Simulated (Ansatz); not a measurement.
Take TiO₂ in the anatase structure (space group I4_1/amd, No. 141; a = 3.770 Å, c = 9.552 Å) as the base. Axes: x, y, z lie along a, b, c of the conventional cell.

One thing is altered: uniaxial stress, 3 GPa tension along x; all other stress components relax to zero.

Levels (all Ansatz, a program for electronic structure, PAW): PBEsol (420 eV, scalar-relativistic without spin-orbit coupling); HSE06 (420 eV, no spin-orbit coupling).

The geometry is relaxed with PBEsol.

| Item | Result |
|---|---|
| PBEsol band gap | 2.07 eV |

Question: How does going to HSE06 change the band gap?

Answer: The band gap goes up by 1.539 eV, from 2.07 eV to 3.60 eV.

Single points use the geometry relaxed with PBEsol. HSE06 gaps are upper bounds (no full band path). Load acts through the strain it causes; cell and atoms are relaxed under it. Stability under load was not tested beyond the relaxation. All final runs are without spin polarisation.
